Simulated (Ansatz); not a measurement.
Consider La (space group P6_3/mmc, No. 194; a = 3.784 Å, c = 12.068 Å; relaxed with 0.1 eV smearing). Axes: x lies along a and z along c of the hexagonal cell.

Level of theory: plane-wave PAW DFT at the r2SCAN level (Ansatz, a quantum-chemistry and plane-wave program, 500 eV), spin-orbit coupling left out.

Before the change:

Shortest interatomic distance: 3.725 Å

Now apply this change: biaxial strain +2.05 %, plane normal [001], relaxed out of plane (Cartesian); in-plane vectors clamped, the third vector and the atoms free.

Task: Predict the new shortest interatomic distance, out-of-plane strain and in-plane stress.

Result: The shortest interatomic distance increases by 0.006 Å to 3.731 Å; the out-of-plane strain amounts to -0.82 %; the mean in-plane stress (compression positive) is -1.1 GPa.

Whether these cells are dynamically stable was not tested.
